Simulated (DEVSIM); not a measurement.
System: Ti/SiO2/n-Si capacitor, at 300 K.

```tsv
layer (left to right)	material	thickness (nm)	Nd (cm⁻³)
1	SiO2	3.00	-
2	Si	800	5.2e17
```

Metal gate on the left, work function 4.33 eV. Fixed charge at the semiconductor interface 2e12 cm⁻² (in units of +e); no interface traps.

This is a model device: material constants are rounded textbook-type values typed into the input, and sizes, dopings and lifetimes were drawn at random. Values at 300 K.

| parameter | SiO2 | Si |
|---|---|---|
| gap (eV) | 9 | 1.124 |
| affinity (eV) | 0.9 | 4.05 |
| permittivity | 3.9 | 11.7 |
| Nc (cm⁻³) | - | 2.86e19 |
| Nv (cm⁻³) | - | 3.1e19 |

Model (solved in DEVSIM): 1D Poisson equation in equilibrium, Boltzmann statistics, complete ionisation; no quantum confinement or tunnelling. Metal contacts follow the ideal Schottky-Mott rule: no Fermi-level pinning, no interface dipoles.

Task: Tabulate band edges, carrier densities and field at -0.8 V on the gate.

Result: Energies count from the Fermi level of the right contact; mesh points crowd at the junctions.

```tsv
x (μm)	Ec (eV)	Ev (eV)	n (cm⁻³)	p (cm⁻³)	field (V/cm)
0.000	4.230	-4.770	< 1e2	< 1e2	-1700000
0.0007638	4.098	-4.902	< 1e2	< 1e2	-1700000
0.001600	3.955	-5.045	< 1e2	< 1e2	-1700000
0.002437	3.810	-5.190	< 1e2	< 1e2	-1700000
0.003468	0.552	-0.572	1.5e10	7.7e9	-260000
0.004834	0.517	-0.607	5.8e10	2.0e9	-250000
0.007345	0.457	-0.667	6.0e11	1.9e8	-230000
0.01423	0.318	-0.806	1.3e14	900000	-170000
0.02462	0.180	-0.944	2.7e16	4300	-92000
0.04370	0.108	-1.016	4.4e17	260	-7300
0.07876	0.104	-1.020	5.2e17	220	-17
0.1750	0.104	-1.020	5.2e17	220	≈ 0
0.3200	0.104	-1.020	5.2e17	220	≈ 0
0.5276	0.104	-1.020	5.2e17	220	≈ 0
0.6813	0.104	-1.020	5.2e17	220	≈ 0
0.7373	0.104	-1.020	5.2e17	220	≈ 0
0.7678	0.104	-1.020	5.2e17	220	≈ 0
0.7844	0.104	-1.020	5.2e17	220	≈ 0
0.7954	0.104	-1.020	5.2e17	220	≈ 0
0.7994	0.104	-1.020	5.2e17	220	≈ 0
0.8016	0.104	-1.020	5.2e17	220	≈ 0
0.8030	0.104	-1.020	5.2e17	220	≈ 0
```
